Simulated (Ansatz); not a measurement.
Start from KZnF3 in the cubic perovskite structure (space group Pm-3m, No. 221; a = 4.127 Å).

Method: Kohn–Sham DFT with the PBE functional, run in Ansatz (an electronic-structure program) with PAW and 420 eV plane waves, spin-orbit coupling left out.

Before the change:

- Shortest interatomic distance: 3.900 bohr
- Electron mass: 0.44 mₑ (at Γ)
- Band gap: 3.71 eV

Modification: cell and atoms relaxed at a pressure of 0.3 GPa.

**Question.** Predict the new shortest interatomic distance.

**Answer.** The shortest interatomic distance falls by 0.005 bohr, from 3.900 bohr to 3.895 bohr.

**Question.** How does this affect the electron mass?

**Answer.** The electron mass is still 0.44 mₑ (at Γ).

**Question.** How does this affect the band gap?

**Answer.** The band gap increases by 0.01 eV (3.71 eV → 3.72 eV).

Load acts through the strain it causes; cell and atoms are relaxed under it. Effective masses come from finite differences of ±0.01 Å⁻¹. Whether these cells are dynamically stable was not tested. Many cubic perovskites are stable only at high temperature; tilts and polar distortions were not tested.
